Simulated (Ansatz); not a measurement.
Take Be in the hcp (Mg type) structure (space group P6_3/mmc, No. 194; a = 2.263 Å, c = 3.566 Å; relaxed with 0.1 eV smearing) as the base. Axes: x lies along a and z along c of the hexagonal cell.

The values are results of Kohn–Sham DFT with the PBE functional, run in Ansatz (an electronic-structure program) with PAW and 420 eV plane waves, scalar-relativistic without spin-orbit coupling, not measurements.

Perturbation: uniaxial strain ε_zz = −1.50 %, all other strain components held at zero; the atoms relax in the strained cell.

Task: Predict the stress tensor and what it implies for the stiffness.

Result: Stress of the strained cell less that of the base (GPa, compression positive):
```
    0.2     0.0     0.0
    0.0     0.2     0.0
    0.0     0.0     5.9
```

Then −Δσ_ii/ε with ε = -0.0150 gives secant stiffness values (nonlinear terms included at this strain): C33 ≈ 394 GPa.

Whether these cells are dynamically stable was not tested.
